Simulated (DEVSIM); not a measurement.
Structure: abrupt InP n-p junction, at 350 K.

Layer 1 from the left is InP, thickness (μm) 60.0, Nd (cm⁻³) 4.5e15, τn (s) 8.1e-8, τp (s) 2.4e-8. Layer 2 from the left is InP, thickness (μm) 8.40, Na (cm⁻³) 6.5e14, τn (s) 8.1e-8, τp (s) 8.1e-8.

Left contact: ohmic. Right contact: ohmic. Voltage is applied to the left contact. Recombination: SRH at mid-gap, radiative. Mobility is constant in doping.

This is a model device: material constants are rounded textbook-type values typed into the input, and sizes, dopings and lifetimes were drawn at random. Values at 300 K; Nc and Nv go as T^1.5, mobilities as T to minus their exponent, the gap by Varshni's rule with the affinity fixed.

InP: gap (eV) 1.344, affinity (eV) 4.38, permittivity 12.5, Nc (cm⁻³) 5.7e17, Nv (cm⁻³) 1.1e19, μn (cm²/Vs) 5200, μp (cm²/Vs) 170, T exponent of μn 2, T exponent of μp 2, B (cm³/s) 1.2e-10, Varshni α (eV/K) 0.000363, Varshni β (K) 162.

Problem. Estimate by hand the built-in potential, the peak field at zero bias, the capacitance at 0.6 V, and compare with a numerical solution.

Solution. 
- Built-in potential: ni = √(Nc Nv) exp(−Eg/2kT) = 8.69e8 cm⁻³ with Eg = 1.328 eV; Vbi = kT/q ln(Na Nd/ni²) = 0.874 V; numerical 0.874 V.
- Peak field at zero bias: depletion approximation: W = √(2εVbi/(qN)) = 1.46 μm with N = 5.68e14 cm⁻³; field = 2Vbi/W = 12000 V/cm; numerical 11600 V/cm (estimate above by 3.4 %).
- Capacitance at 0.6 V: C = √(qεN / 2(Vbi + |V|)) = 5.84 nF/cm²; numerical 5.97 nF/cm² (estimate below by 2.1 %).

DEVSIM, 1D drift-diffusion, Boltzmann statistics, complete ionisation; no tunnelling, impact ionisation, image-force lowering or self-heating.
